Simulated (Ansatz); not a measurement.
For GaSb (model structure, started from the BN type, Pm-3n, No. 223, 12 atoms in the cell), LDA in Ansatz (plane waves, PAW) gives:

lattice constant a: 7.469 Å
cohesive energy: 3.48 eV/atom

Q: What does r²SCAN (plane waves, PAW; Ansatz, a quantum-chemistry and plane-wave program) give for the same quantities?

A: 
- lattice constant a: 7.572 Å (rises by 1.4 %)
- cohesive energy: 2.73 eV/atom (shrinks by 0.75 eV/atom)

Changes are worked out from the printed values.

Unless a cell is named, each level is at its own relaxed cell (LDA 34.73, r²SCAN 36.18 Å³/atom).

Levels without +SOC leave out spin–orbit coupling, which shifts energies and cells of such heavy elements.

Ansatz's density-functional and Hartree–Fock values are scalar-relativistic unless marked +SOC, with PAW data made under PBE.

A model structure was made by putting elements into a prototype or built by hand; it is no filed structure, need not be a known phase, and can be a saddle point held by its symmetry.
